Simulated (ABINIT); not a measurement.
ABINIT run on PbO2 (P4_2/mnm, 6 atoms in the cell): self-consistent single point.

Method: LDA (PW92), norm-conserving pseudopotentials (PseudoDojo nc-sr-04 LDA standard) (plane waves; ABINIT 10.0.3).

```
CELL_PARAMETERS angstrom
      4.94851     0.00000     0.00000
      0.00000     4.94851     0.00000
      0.00000     0.00000     3.37730
ATOMIC_POSITIONS crystal
  Pb 0.00000 0.00000 0.00000
  Pb 0.50000 0.50000 0.50000
  O  0.30743 0.30743 0.00000
  O  0.69257 0.69257 0.00000
  O  0.19257 0.80743 0.50000
  O  0.80743 0.19257 0.50000
```

Reference input (self-consistent single point, DFT, PBE, plane waves, norm-conserving pseudopotentials (PseudoDojo nc-sr-05 PBE standard)): pseudos = [Pb.upf, O.upf]; ecut = 42 Ha; occopt = 7; tsmear = 0.00367493 Ha; ngkpt = 6 6 9; nshiftk = 1; shiftk = 0 0 0; potentials = PseudoDojo nc-sr-05 PBE standard; nband = 34; kptopt = 1; nstep = 50; toldfe = 1e-09 Ha. This run's input differs from it in these lines:

```diff
@@ -1,2 +1,2 @@
-# PbO2, PseudoDojo nc-sr-05 PBE standard
+# PbO2, PseudoDojo nc-sr-04 LDA standard
 pp_dirpath "./"
```

Its files differ too (potentials: PseudoDojo nc-sr-05 PBE standard → PseudoDojo nc-sr-04 LDA standard).

Output (repeated stretches shortened):

```
--- !BeginCycle
solver: {iscf: 7, nstep: 50, nline: 4, wfoptalg: 0, }
tolerances: {toldfe: 1.00E-09, }
...

     iter   Etot(hartree)      deltaE(h)  residm     vres2
 ETOT  1  -205.80095664276    -2.058E+02 2.017E-01 1.410E+03
 ETOT  2  -206.01814625482    -2.172E-01 3.236E-02 1.369E+03
 ETOT  3  -206.40687135547    -3.887E-01 1.252E-02 2.865E+01
 ETOT  4  -206.41399567291    -7.124E-03 9.683E-03 9.328E-01
 ETOT  5  -206.41416197513    -1.663E-04 3.281E-03 8.643E-02
 ETOT  6  -206.41418279409    -2.082E-05 2.771E-03 1.695E-03
 ETOT  7  -206.41418322681    -4.327E-07 2.286E-03 6.580E-06
 ETOT  8  -206.41418322855    -1.743E-09 2.536E-03 3.964E-07
 ETOT  9  -206.41418322860    -4.667E-11 1.055E-03 5.715E-09
 ETOT 10  -206.41418322861    -6.168E-12 9.279E-04 2.152E-11
 At SCF step   10, etot is converged :
  for the second time, diff in etot=  6.168E-12 < toldfe=  1.000E-09

 Cartesian components of stress tensor (hartree/bohr^3)
  sigma(1 1)= -1.19087399E-05  sigma(3 2)=  0.00000000E+00
  sigma(2 2)= -1.19087399E-05  sigma(3 1)=  0.00000000E+00
  sigma(3 3)= -4.40337813E-05  sigma(2 1)=  0.00000000E+00

 ----iterations are completed or convergence reached----

 reduced coordinates (array xred) for    6 atoms
       0.000000000000      0.000000000000      0.000000000000
       0.500000000000      0.500000000000      0.500000000000
       0.307429999998      0.307429999998      0.000000000000
       0.692570000002      0.692570000002      0.000000000000
       0.192570000002      0.807429999998      0.500000000000
       0.807429999998      0.192570000002      0.500000000000
   [... lines left out ...]
 Fermi (or HOMO) energy (eV) =   2.82595   Average Vxc (eV)= -11.59545
   [... lines left out ...]
total_energy        : -2.06414183228608E+02
total_energy_eV     : -5.61681557398202E+03
band_energy         : -1.29953026882951E+01
...

-Cartesian components of stress tensor (GPa)         [Pressure=  6.6542E-01 GPa]
- sigma(1 1)= -3.50367165E-01  sigma(3 2)=  0.00000000E+00
- sigma(2 2)= -3.50367165E-01  sigma(3 1)=  0.00000000E+00
- sigma(3 3)= -1.29551836E+00  sigma(2 1)=  0.00000000E+00

 Calculation completed.
```

The run converged in 10 iterations. Against the reference run the pressure goes from 9.68 to 0.67 GPa and the largest force goes from 0.099 to 0.010 eV/Å.

The starting cell comes from a database of computed structures (which also holds hypothetical and non-ambient phases and stackings), without a prior relaxation at this level. Its lattice was rescaled by a random factor within 2.5 % of one. The run gives no clean gap (levels at the Fermi energy touch, overlap or are partly filled at this smearing), which alone does not show that the compound is a metal.

Cost on one core of a shared machine: roughly 5 min.
